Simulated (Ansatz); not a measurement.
O on the 1x1 (111) surface of fcc Ag, one in a 2x2 cell: adsorption energies (eV for each) against ½ O2(g) in Ansatz (plane waves, PAW). Structures relaxed with PBE; the other functionals are single points on them, with slab and gas at the same level. No dispersion, zero-point or thermal terms. Rows are starts at which the adsorbate stayed; left out, since it moved away, changed or didn't bind there, or the run didn't converge: bridge Ag-Ag (span 2.9 Å).

Model: 17-atom slab, 7.1 Å thick at the start under the adsorbate (thin: gaps and levels are the slab's own), 6x6x1 mesh, Fermi-Dirac 0.1 eV, dipole correction, 8 atoms held, the rest relaxed; each run with such symmetry as its start has; spin-polarised, no spin-orbit, no U, no dispersion correction.

```
site                                      PBE        RPBE  r2SCAN
--------------------------------------  -----  ----------  ------
top Ag                                   1.22  (withheld)    1.26
hollow Ag-Ag-Ag over Ag at depth 2.4 Å  -0.20  (withheld)   -0.36
hollow Ag-Ag-Ag over Ag at depth 4.7 Å  -0.33  (withheld)   -0.50
```

Problem. Some entries are withheld; supply them.

Solution. 
- top Ag, RPBE: 1.30
- hollow Ag-Ag-Ag over Ag at depth 2.4 Å, RPBE: 0.02
- hollow Ag-Ag-Ag over Ag at depth 4.7 Å, RPBE: -0.08

RPBE moves the energies by 0.18 eV on average against PBE and puts 'hollow Ag-Ag-Ag over Ag at depth 4.7 Å' lowest, as PBE does. r2SCAN moves the energies by -0.10 eV on average against PBE and puts 'hollow Ag-Ag-Ag over Ag at depth 4.7 Å' lowest, as PBE does.

Ansatz is a quantum-chemistry and plane-wave program.
